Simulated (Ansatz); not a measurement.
Take V$_{3}$Si in the A15 (Cr3Si type) structure (space group Pm-3n, No. 223; a = 4.701 Å) as the base.

(Cell as relaxed with PBE.)

Levels (all Ansatz, an electronic-structure program, PAW): PBE (420 eV, no SOC); PBEsol (420 eV, no spin-orbit coupling).

Each level relaxes its own structure.

```json
[
 {"base": "volume per atom", "PBE": "12.99 Å³", "PBEsol": "12.56 Å³"},
 {"base": "lattice parameter a", "PBE": "4.701 Å", "PBEsol": "4.650 Å"},
 {"base": "band gap", "PBE": "zero", "PBEsol": "zero"}
]
```

It is then changed as follows: every lattice vector is shortened by 3.53 %; the atoms relax in the strained cell.

| quantity | PBE | PBEsol |
|---|---|---|
| energy relative to the base (free energy F) | +97 meV/atom | [?] |
| pressure | 25.7 GPa | [?] |
| band gap | zero | [?] |

Question: Given the PBE results, estimate those of PBEsol.

Answer: 
- energy relative to the base (free energy F), PBEsol: +101 meV/atom
- pressure, PBEsol: 27.7 GPa
- band gap, PBEsol: zero

PBE's energy relative to the base lies 4.2 meV/atom below PBEsol's; PBE's pressure lies 2.0 GPa below PBEsol's; the two agree on the band gap. Neither level is exact; PBEsol is the comparison here, not a measurement.

No phonon test of stability was made. Seeded moments were not kept for the base. The final runs are not spin-polarised.
